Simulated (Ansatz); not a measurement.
Hops of point defects in monoclinic ZrO2, each between lowest sites run for its defect: PBE bands (Ansatz, a first-principles code, plane waves to 420 eV, PAW, climbing-image NEB) beside r2SCAN single points (500 eV) at the PBE geometries. Static nuclei, no finite-size correction. The rows are a random draw from the bands that converged and passed our checks of state and shape. Saddle orders were checked for a part of the study's bands only and are not shown. Vacancies start on their lattice site; split forms were not set up. Charge states are imposed.

```json
[
 {"Row": "1", "Defect": "Ti-vacancy pair (Ti on Zr, O vacant), charge +2", "Route": "a nearby O jumps into the vacancy (Ti-vacancy distance between ideal sites 2.06 → 2.08 Å)", "Hop (Å)": "2.54", "Cell and PBE mesh": "96 sites, Γ", "r2SCAN k-points": "same mesh", "PBE barrier x (eV)": "0.83", "r2SCAN barrier y (eV)": "0.89"},
 {"Row": "2", "Defect": "F-vacancy pair (F on O, O vacant), charge +3", "Route": "F changes places with the vacancy (F-vacancy distance between ideal sites 2.60 Å throughout)", "Hop (Å)": "2.23", "Cell and PBE mesh": "96 sites, Γ", "r2SCAN k-points": "same mesh", "PBE barrier x (eV)": "0.49", "r2SCAN barrier y (eV)": "0.50"},
 {"Row": "3", "Defect": "O vacancy, charge +2", "Route": "a nearby O jumps into the vacancy", "Hop (Å)": "2.27", "Cell and PBE mesh": "96 sites, Γ", "r2SCAN k-points": "same mesh", "PBE barrier x (eV)": "0.73", "r2SCAN barrier y (eV)": "0.75"},
 {"Row": "4", "Defect": "interstitial Li, charge +1", "Route": "Li moves farthest", "Hop (Å)": "3.39", "Cell and PBE mesh": "96 sites, Γ", "r2SCAN k-points": "same mesh", "PBE barrier x (eV)": "1.06", "r2SCAN barrier y (eV)": "1.08"},
 {"Row": "5", "Defect": "interstitial F, charge -1", "Route": "F moves farthest", "Hop (Å)": "3.58", "Cell and PBE mesh": "96 sites, Γ", "r2SCAN k-points": "same mesh", "PBE barrier x (eV)": "1.18", "r2SCAN barrier y (eV)": "1.20"},
 {"Row": "6", "Defect": "O vacancy, charge +2", "Route": "a nearby O jumps into the vacancy", "Hop (Å)": "2.63", "Cell and PBE mesh": "96 sites, Γ", "r2SCAN k-points": "same mesh", "PBE barrier x (eV)": "1.20", "r2SCAN barrier y (eV)": "1.28"},
 {"Row": "7", "Defect": "interstitial O, charge 0", "Route": "O moves farthest", "Hop (Å)": "2.08", "Cell and PBE mesh": "96 sites, Γ", "r2SCAN k-points": "same mesh", "PBE barrier x (eV)": "0.80", "r2SCAN barrier y (eV)": "?"}
]
```

Question: Fit a straight line y = a x + b to rows 1 to 6, predict row 7, and compare with the computed value.

Answer: Means: x̄ = 0.915, ȳ = 0.950 eV. Sums: Sxx = 0.395, Sxy = 0.412 eV². So a = Sxy/Sxx = 1.043 and b = ȳ − a x̄ = -0.004 eV, with a scatter of 0.03 eV about the line. Row 7: 1.043 × 0.80 − 0.004 ≈ 0.83 eV. The computed r2SCAN value is 0.97 eV, +0.14 eV from the line, beyond the scatter. The line only summarises these rows of one host.
